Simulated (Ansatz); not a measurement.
Take SiGe in the wurtzite structure (space group P6_3mc, No. 186; a = 3.904 Å, c = 6.455 Å; a model cell, its experimental status unchecked) as the base. Axes: x lies along a and z along c of the hexagonal cell.

Level of theory: r2SCAN (Ansatz, a program for electronic structure, PAW, no SOC).

Base values:

| Item | Result |
|---|---|
| Pressure | 0.00 GPa |
| Valence-band top at Γ | 0.00, 0.00, -0.34 eV |
| Smallest direct gap | 0.79 eV |

The change: uniaxial strain ε_zz = −2.01 %, all other strain components held at zero, atoms relaxed at fixed cell.

### Question
What happens to the pressure, valence-band top at Γ and smallest direct gap?

### Answer
The pressure (mean of the normal stresses, compression positive) goes from zero to 1.84 GPa; the valence-band top at Γ (three highest levels, from the VBM) becomes 0.00, 0.00, -0.19 eV (base: 0.00, 0.00, -0.34 eV); the smallest direct gap decreases by 0.16 eV, from 0.79 eV to 0.63 eV.

No phonon test of stability was made.
